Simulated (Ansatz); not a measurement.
A user runs Ansatz (a program for electronic structure) on Ti2O (P-3m1, 3 atoms in the cell) and asks whether the run is sound. The aim is a self-consistent single point with DFT, LDA (PW92), plane waves, default PAW files made with PBE.

Cell that was meant: a = 2.9194 Å, b = 2.9194 Å, c = 4.7130 Å, α = 90.00°, β = 90.00°, γ = 120.00°.

Part of the input:

Ansatz 0.2 input:
```yaml
    - [-1.45970000, 2.52827500, 0.00000000]
    - [0.00000000, 0.00000000, 4.71300000]
  atoms:
    - { symbol: Ti, position: [1.45970100, 0.84275700, 1.31370200] }
    - { symbol: Ti, position: [-0.00000100, 1.68551800, 3.39929800] }
    - { symbol: O, position: [0.00000000, 0.00000000, 0.00000000] }
basis:
  ecutwfc: 30.9 Ry
```

The program printed (abridged):

```
WARN ansatz: RAYON_NUM_THREADS=1 ignored (pool sized by the plan → 1); use --threads N
Pseudopotentials: kind: paw
   [... lines left out ...]
PAW frozen core: O, regenerated for the run's functional, and the local potential with it
Initial density: superposition of atomic densities (neutral atoms: chi_scale 0, normalization atom), corrected by the library's trained network
Initial wavefunctions: pseudopotential atomic-orbital guess
Eigensolver: davidson
Functional: x = slater, c = lda
SCF iter   1: F=—  HF=-9670.328526 eV  |F-HF|=—  |Δ(HF+E_count)|=         —  Δρ=5.64e0  dr2=5.08e3  ethr=1.77e-3  ⟨swp⟩=35.0  Hψ=44252  notcnv=0  defer=6
all-band conjugate gradients solve this SCF's bands
preconditioner: auto → none
SCF iter   2: F=—  HF=-5913.643076 eV  |F-HF|=—  |Δ(HF+E_count)|=    3.76e3  S|Δr|=    0.00e0  Δρ=2.30e0  dr2=8.08e2  ethr=1.77e-3  ⟨swp⟩=16.6  Hψ=27360  notcnv=0  defer=227
   [... lines left out ...]
SCF iter  11: F=—  HF=-5424.971441 eV  |F-HF|=—  |Δ(HF+E_count)|=   1.26e-5  S|Δr|=    0.00e0  Δρ=1.33e-4  dr2=5.09e-6  ethr=3.32e-7  ⟨swp⟩=2.6  Hψ=3078  notcnv=0  defer=3
SCF iter  12: F=—  HF=-5424.971441 eV  |F-HF|=—  |Δ(HF+E_count)|=   7.10e-7  S|Δr|=    0.00e0  Δρ=3.79e-5  dr2=4.75e-7  ethr=1.70e-8  ⟨swp⟩=2.2  Hψ=2775  notcnv=0  defer=3
SCF iter  13: F=-5424.971441 eV  HF=-5424.971441 eV  |F-HF|=2.96e-8  |Δ(HF+E_count)|=   3.67e-8  S|Δr|=    0.00e0  Δρ=9.37e-6  dr2=3.79e-8  ethr=3.33e-10  ⟨swp⟩=11.4  Hψ=14488  notcnv=0
SCF 1 converged in 13 iterations: F = -5424.971441 eV  dr2 = 3.79e-8
Stability not checked (fill_not_monotonic)
Free energy (F): -5424.971441 eV
Internal energy: -5424.970524 eV  (E = F + TS)
E sigma→0 (E₀):  -5424.971211 eV
Entropy (-TS):   -0.000916 eV (-0.305 meV/atom)
Fermi energy:    12.681685 eV
--- Forces (eV/Å), atoms counted from 1 ---
  atom   1  Ti   133.96112633    50.75340470   -56.00963170
  atom   2  Ti  -135.50738061   -50.63474482    54.52658387
  atom   3  O      1.54612259    -0.11867154     1.48325204
--- Stress (GPa, compression-positive) ---
      809.652745     257.454016    -260.990714
      257.454011     128.550647     -94.828167
     -260.990712     -94.828169      73.790390
  P = ⅓ Tr σ = 337.3313 GPa (3373.313 kbar)
  The stress holds the Pulay correction. Without it, at fixed plane waves, as pw.x and ABINIT print it: P = 336.2735 GPa
```

Task: Can these results be used? Check the input.

Result: The run is not sound. The fault is fractional and Cartesian coordinates mixed up. Numbers meant as fractions of the cell vectors were read as lengths, or the reverse, so the atoms sit in the wrong places. To fix it, make label and numbers agree, by changing either. The run converged in 13 iterations without an error; against the sound input the free energy rises by 11.4 eV/atom, the pressure goes from -1.70 to 337.3 GPa and the largest force goes from 1.497 to 154.6 eV/Å.

An input that runs soundly differs in these lines (not the only fix; some lines may just follow from the change or write a value another way):
```diff
-    - { symbol: Ti, position: [1.45970100, 0.84275700, 1.31370200] }
-    - { symbol: Ti, position: [-0.00000100, 1.68551800, 3.39929800] }
+    - { symbol: Ti, position: [0.66666700, 0.33333300, 0.27874000] }
+    - { symbol: Ti, position: [0.33333300, 0.66666700, 0.72126000] }
```

With that input, the run converged in 6 iterations: free energy E − TS (on the zero of these files) -5459.1598 eV; Fermi level (on the code's own zero) 15.83 eV; pressure -1.70 GPa; largest force (vector length) 1.497 eV/Å (DFT, LDA (PW92), plane waves, default PAW files made with PBE).

On the sound input: the starting cell comes from a database of published, mostly measured structures (it also holds non-ambient and calculated ones), without a prior relaxation at this level. Spin polarisation is off, so a magnetic state, if there is one, cannot be reached. Forces in this geometry exceed 1 eV/Å. Ansatz's pressure includes its estimate of the finite-basis (Pulay) stress. Without a gap this mesh is coarse (it stands for a supercell whose shortest vector is 19 Å).
